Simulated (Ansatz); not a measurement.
Structure of amorphous Si₃₀N₄₂Mg₃ (periodic cell):

```
MgN14Si10
1.0
    9.34294     0.10008     0.25383
    0.10008     9.72844    -0.06356
    0.25383    -0.06356     9.24597
Si N Mg
30 42 3
Direct
  0.74020   0.57342   0.10017
  0.03950   0.33282   0.53115
  0.27667   0.15344   0.32280
  0.62654   0.06421   0.02590
  0.33222   0.05485   0.59994
  0.20824   0.62731   0.16368
  0.64586   0.70187   0.32036
  0.30074   0.31809   0.07810
  0.12591   0.22670   0.81755
  0.55754   0.27614   0.89066
  0.86704   0.78830   0.68625
  0.59598   0.20966   0.58284
  0.87222   0.06355   0.22171
  0.83780   0.30936   0.72152
  0.43241   0.96685   0.87556
  0.48213   0.55208   0.03086
  0.00131   0.39545   0.22148
  0.86482   0.54883   0.50774
  0.58537   0.88984   0.58220
  0.32083   0.89094   0.34828
  0.92229   0.79950   0.05103
  0.67697   0.75798   0.87372
  0.86177   0.28807   0.02893
  0.86560   0.04902   0.54011
  0.21912   0.75731   0.93118
  0.31297   0.34601   0.56934
  0.55973   0.45931   0.39870
  0.12494   0.91388   0.68019
  0.54468   0.15990   0.29804
  0.15481   0.03140   0.06450
  0.98210   0.44593   0.39791
  0.41476   0.05622   0.40244
  0.08124   0.70892   0.05818
  0.67495   0.05542   0.20576
  0.67735   0.04594   0.56551
  0.33849   0.65529   0.02208
  0.87518   0.45735   0.09607
  0.94474   0.26139   0.86187
  0.17760   0.44510   0.15977
  0.78415   0.73097   0.17889
  0.88833   0.46524   0.66616
  0.94283   0.94406   0.66752
  0.43807   0.93484   0.69232
  0.95061   0.69644   0.54633
  0.90994   0.21451   0.57520
  0.64072   0.59823   0.94725
  0.68203   0.77785   0.68610
  0.24407   0.72506   0.31452
  0.93996   0.22743   0.18390
  0.16311   0.37148   0.69373
  0.19118   0.20097   0.99338
  0.21402   0.01133   0.23737
  0.17486   0.74745   0.75313
  0.56578   0.55060   0.21236
  0.69468   0.23317   0.00314
  0.86297   0.75645   0.87955
  0.58787   0.89665   0.95634
  0.91346   0.98874   0.37438
  0.40412   0.48526   0.50475
  0.22778   0.91044   0.51705
  0.19607   0.25962   0.44856
  0.43293   0.39551   0.96621
  0.26821   0.92364   0.95801
  0.65441   0.29997   0.72912
  0.61390   0.28545   0.40870
  0.47979   0.12391   0.93227
  0.41587   0.21359   0.63271
  0.96544   0.97327   0.07476
  0.70072   0.57013   0.43328
  0.39813   0.24043   0.21235
  0.52226   0.80557   0.41961
  0.18062   0.07863   0.72217
  0.32074   0.68392   0.53173
  0.05131   0.56877   0.74940
  0.04502   0.82586   0.39495
```

Methods: PBE, scalar-relativistic without spin-orbit coupling (Ansatz, a quantum-chemistry and plane-wave program); r2SCAN, scalar-relativistic without spin-orbit coupling (Ansatz); HSE06, scalar-relativistic without spin-orbit coupling (Ansatz). Neutral PBE cell, which sets geometry, pressure and energy: sampling: a 2×2×2 Γ-centred mesh; Fermi-Dirac width 0.02 eV; no spin polarisation. Exact exchange is cut at the faces of this 9 Å cell, which leaves hybrid gaps a finite-size error.

It comes from a melt-quench run on a machine-learned potential (CHGNet), relaxed afterwards by DFT. N atoms were pushed apart under 1.9 Å during the dynamics, to hinder bonds among them. The hot cell started wider than the set density and was brought back towards it in steps. It is the lowest in DFT energy of 2 quenches. It is a model cell: composition and starting density were chosen by hand, and all elements were melted together. No dispersion term was used. Its density started from a set value of 2.97 and ended at 2.97 g/cm³. The simulated quench (nominally 380 K/ps over its main leg) is rapid and tends to freeze in more defects than a deposited or slowly cooled glass has. A cell of this size samples the disorder only roughly. The volume was held where the preparation left it and the shape relaxed.

### Question
Give the pressure and the spacing of the highest filled and lowest empty levels.

### Answer

```json
{
  "Pressure on a 2×2×2 Γ-centred mesh": "1.85 GPa",
  "Largest force and stress component on that mesh (the relaxation ran on the zone centre alone)": "0.11 eV/Å and 2.0 GPa",
  "Gap on a 2×2×2 Γ-centred mesh (PBE)": "2.75 eV",
  "Gap at the zone centre (PBE)": "2.88 eV",
  "Gap at the zone centre (r2SCAN)": "3.31 eV",
  "Gap at the zone centre (HSE06)": "4.21 eV",
  "Distance between the nearest levels spread over more than a fifth of the atoms or a third of the atoms of their main element (six at least) (PBE, zone centre)": "2.88 eV"
}
```

### Question
At PBE and the zone centre, how localised are the states just below and above the Fermi level (participation number: the atoms over which a state spreads)?

### Answer
The highest filled state is spread over 14.6 atoms' worth, largest on N58, with weights by element (charge in smoothed Voronoi cells) N 0.90, Si 0.10, Mg 0.01. The lowest empty state is spread over 23.4 atoms' worth, largest on Si20, with weights by element (charge in smoothed Voronoi cells) N 0.50, Si 0.45, Mg 0.05.

Cut-offs for bonds: Si-Si 2.60 Å, Si-N 2.32 Å, Si-Mg 2.82 Å, N-N 1.70 Å, N-Mg 2.54 Å, Mg-Mg 3.19 Å. Two cations that share two anions don't count as bonded, nor two that share one unless they lie closer than Si-Si 2.38 Å, Si-Mg 2.74 Å, Mg-Mg 3.10 Å.

Added carriers, by PBE, scalar-relativistic without spin-orbit coupling in Ansatz on the zone centre alone. Charged cells keep the cell fixed and stand in a uniform background, with no image correction, at a width of 0.01 eV; where the count is odd the moment is locked at 1 μB, unless the neutral cell bore moments. Each starts from the undistorted neutral geometry alone. PBE's self-interaction favours spread-out carriers, so it can miss traps that a hybrid finds.

### Question
What happens at PBE when the cell takes an extra electron and the atoms relax?

### Answer
Relaxation lowers the charged cell by 0.39 eV. The largest moves are Si20 0.25 Å, Mg73 0.21 Å, N71 0.21 Å, N52 0.19 Å. The level that holds the added charge spreads over 5.3 atoms' worth, most on Si20 (weight 0.40): a localised (trapped) carrier, which neighbours of that atom can share. Bonds broken: Si20-N71, N53-Mg73. Made neutral again at that geometry, the cell lies +0.76 eV from the neutral start.

### Question
What happens at PBE when the cell takes a hole and the atoms relax?

### Answer
Relaxation lowers the charged cell by 0.07 eV. The largest moves are N49 0.04 Å, Si20 0.03 Å, Si9 0.03 Å, N70 0.03 Å. The level that was emptied spreads over 13.4 atoms' worth, most on N51 (weight 0.18): a partly localised carrier. No bond crosses its cut-off with a change of over 0.15 Å (metal-metal contacts aside). Made neutral again at that geometry, the cell lies +0.09 eV from the neutral start.
